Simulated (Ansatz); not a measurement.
Structures of equal composition on the (111)B surface of 3C silicon carbide (C plane on top): (√3x√3)R30° Si adatom at H3; (√3x√3)R30° Si adatom at T4. The slabs share one bottom face, and each structure is named by its start. These are constructed structures in small cells; real faces may alloy, dewet or reconstruct in larger ones, and not all known structures of the face are among them. Slabs of about 11 Å, Fermi-Dirac smearing of 0.025 eV. Bottom of the slabs: H caps. Relaxed from the named starts with such symmetry as they have, on meshes of like density; energies extrapolated to zero smearing; spin only where a row says so; no spin-orbit coupling, no U. Brackets mark spin-polarised runs, whose order is one that fits the cell. Where a second, spin-polarised start was run, the lower counts.

All values below come from PBE (plane waves to 420 eV, PAW; Ansatz, an electronic-structure program).

Rank these by energy per 1x1 cell (lowest first), as PBE gives it.

(√3x√3)R30° Si adatom at H3 (0.000 eV [spin, 1.0 μB a cell], gap 0.70 eV on the mesh), (√3x√3)R30° Si adatom at T4 (0.037 eV [spin, 1.0 μB a cell], gap 0.57 eV on the mesh)
